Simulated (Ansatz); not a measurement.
Functionals compared on the (0001) surface of wurtzite ZnO (in the relaxation 1 N–Zn bonds formed; like top atoms buckled by 0.4 Å), Zn-terminated, 2x2 with 2 NH2 on 4 top atoms (bottom of the slab: 2 H on 4 bottom sites), in Ansatz (plane waves, PAW). The structure was relaxed with PBE; the other rows are single points on it. Cutoff 420 eV (500 eV for r2SCAN).

Set-up: 48 atoms, 14.8 Å thick at the start with caps and adatoms; mesh 4x4x1; 0.025 eV smearing; dipole correction on; 8 atoms held, the rest relaxed; no symmetry held; no spin, no spin-orbit, no U. It is one candidate, not shown to be the stable structure of the face. These notes are the PBE run's.

```csv
functional,gap of the slab on its k-mesh (eV),highest filled level below the top vacuum level (eV),rough cost of the single point
PBE,0.43,5.09,–
r2SCAN,(withheld),(withheld),very roughly 13 core-minutes
```

### Question
What belongs in the gaps?

### Answer

- r2SCAN, gap of the slab on its k-mesh (eV): 0.70
- r2SCAN, highest filled level below the top vacuum level (eV): 5.32

Ansatz is a program for electronic structure.
